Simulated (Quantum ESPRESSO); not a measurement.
Density of states of MgSi (P2_1/m, 4 atoms in the cell).

```
CELL_PARAMETERS angstrom
      4.34919     0.00000     0.00000
      0.00000     3.53989     0.00000
     -1.79212     0.00000     4.68812
ATOMIC_POSITIONS crystal
  Mg 0.65942 0.75000 0.28348
  Mg 0.34058 0.25000 0.71652
  Si 0.12346 0.25000 0.15314
  Si 0.87654 0.75000 0.84686
```

Method: LDA (PZ), GBRV 1.5 ultrasoft (LDA) pseudopotentials (plane waves; Quantum ESPRESSO).

SCF settings: ecutwfc = 40 Ry; ecutrho = 200 Ry; occupations = smearing; smearing = gauss; degauss = 0.0099958 Ry; potentials = {Mg: mg_lda_v1.4.uspp.F.UPF, Si: si_lda_v1.uspp.F.UPF}; K_POINTS = automatic 8 9 7 0 0 0; conv_thr = 1e-10 Ry; mixing_beta = 0.4. Keys of the DOS step: nscf.calculation = nscf; nscf.verbosity = high; nscf.nbnd = 22; nscf.startingwfc = random; nscf.diago_thr_init = 1e-06; nscf.diagonalization = cg; nscf.K_POINTS = automatic 13 14 11 0 0 0; dos.x.fildos = dos.dat; dos.x.Emin = -15 eV; dos.x.Emax = 30 eV; dos.x.DeltaE = 0.05 eV; dos.x.ngauss = 0; dos.x.degauss = 0.02205 Ry.

The starting cell comes from a database of computed structures (which also holds hypothetical and non-ambient phases and stackings), without a prior relaxation at this level. Its lattice was rescaled by a random factor within 2.5 % of one.

Total DOS (both spins), as means of the tabulated values in each energy bin; the zero is the program's Fermi level or highest filled level, and the curve is cut to this window:

(E (eV), states/eV/cell): (-7.75, 0.48); (-7.25, 0.86); (-6.75, 1.10); (-6.25, 0.91); (-5.75, 0.79); (-5.25, 0.94); (-4.75, 1.19); (-4.25, 1.32); (-3.75, 1.54); (-3.25, 1.58); (-2.75, 1.94); (-2.25, 1.56); (-1.75, 1.54); (-1.25, 1.46); (-0.75, 1.43); (-0.25, 1.20); (0.25, 1.02); (0.75, 1.21); (1.25, 1.51); (1.75, 1.93); (2.25, 2.07); (2.75, 2.11)

Around zero the curve holds about 1.1 states/eV/cell.
